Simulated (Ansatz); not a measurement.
## CdO (model structure, started from the BeO type, P4₂/mnm, No. 136, 8 atoms in the cell): properties by level of theory

```tsv
level (code)	equilibrium lattice constant a (Å)	c axis length (Å)	cohesive energy (eV/atom)
PBE (Ansatz)	(withheld)	3.660	(withheld)
PBEsol (Ansatz)	6.092	(withheld)	3.28
PBE-D3(BJ) (Ansatz)	6.119	(withheld)	(withheld)
```

**Question.** Some entries are withheld; supply them.

**Answer.** 
- PBE (Ansatz, a quantum-chemistry and plane-wave program), equilibrium lattice constant a (Å): 6.215
- PBE (Ansatz), cohesive energy (eV/atom): 2.92
- PBEsol (Ansatz), c axis length (Å): 3.626
- PBE-D3(BJ) (Ansatz), c axis length (Å): 3.678
- PBE-D3(BJ) (Ansatz), cohesive energy (eV/atom): 3.14

Ansatz's density-functional and Hartree–Fock values are scalar-relativistic unless marked +SOC, with PAW data made under PBE.

Free atoms are spin-polarised, in the lowest state found; at levels without +SOC their spin–orbit coupling is left out.

Static lattice: no zero-point or thermal effects.

A model structure was made by putting elements into a prototype or built by hand; it is no filed structure, need not be a known phase, and can be a saddle point held by its symmetry.
